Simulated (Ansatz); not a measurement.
**PBE against PBEsol: hypothetical P4_2/mnm ZnS, uniaxial stress, 2 GPa tension along x**

Take ZnS (space group P4_2/mnm, No. 136; a = 6.6298 Å, c = 3.8613 Å; a hypothetical phase, not in the database extracts checked) as the base. Axes: x, y, z lie along a, b, c of the conventional cell.

(Cell as relaxed with PBE.)

Levels (all Ansatz, a quantum-chemistry and plane-wave program, PAW): PBE (420 eV, scalar-relativistic without spin-orbit coupling); PBEsol (420 eV, no spin-orbit coupling).

Each level relaxes its own structure.

```
base                      PBE    PBEsol
-------------------  --------  --------
volume per atom      21.22 Å³  20.22 Å³
lattice parameter a   6.630 Å   6.518 Å
band gap              2.17 eV   2.24 eV
```

It is then changed as follows: uniaxial stress, 2 GPa tension along x, with the cell and atoms free to relax against it.

```json
[
 {"quantity": "electron mass", "PBE": "0.20 mₑ along y, 0.17 mₑ across (at Γ)", "PBEsol": "0.20 mₑ along y, 0.17 mₑ across (at Γ)"},
 {"quantity": "band gap", "PBE": "2.08 eV", "PBEsol": "2.16 eV"},
 {"quantity": "energy relative to the base (free energy F)", "PBE": "+4.4 meV/atom", "PBEsol": "+4.0 meV/atom"},
 {"quantity": "mean lateral Poisson ratio", "PBE": "0.35", "PBEsol": "0.41"},
 {"quantity": "gap character", "PBE": "direct at Γ", "PBEsol": "direct at Γ"}
]
```

PBE's band gap lies 0.08 eV below PBEsol's; PBE's energy relative to the base lies 0.4 meV/atom above PBEsol's; PBE's mean lateral Poisson ratio lies 0.06 below PBEsol's; the two agree on the electron mass and gap character. Neither level is exact; PBEsol is the comparison here, not a measurement.

Load acts through the strain it causes; cell and atoms are relaxed under it. Masses are band curvatures over ±0.01 Å⁻¹ around the edge. Stability under load was not tested beyond the relaxation. k-point labels follow each cell's own Brillouin zone.
